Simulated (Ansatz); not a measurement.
We consider Pd (P6₃/mmc, No. 194, 4 atoms in the cell; start mp-1186427; another form than the element's usual one), described by r²SCAN in Ansatz (PAW).

Numerical settings: plane-wave cutoff 560 eV, 24×24×6 k mesh (along the axes of the cell as run), Fermi–Dirac smearing 0.05 eV, spin-polarised start, scalar-relativistic PAW data made under PBE.

Cell (relaxed at this level):

```xyz
4
Lattice="2.7604 0.0000 0.0000 -1.3802 2.3906 0.0000 0.0000 0.0000 9.0922" Properties=species:S:1:pos:R:3 pbc="T T T"
Pd     0.0000     0.0000     0.0000
Pd     0.0000     0.0000     4.5461
Pd     0.0000     1.5937     2.2731
Pd     1.3802     0.7969     6.8192
```

Question: Predict the bulk modulus B0.

Answer: 
- bulk modulus B0 = 183 GPa

The run finds no gap.

Note: the magnetic order was assumed, not searched for or taken from measurement; the bulk modulus is −V dP/dV from two relaxed cells at ±2 % in volume; the relaxation could not lower the start's symmetry, so the cell can be a saddle point above a distorted one.

The computed numbers hold no vibrational or temperature effects.

A start named mp-… is a Materials Project structure, which need not be a measured phase.

Ansatz is an electronic-structure program.
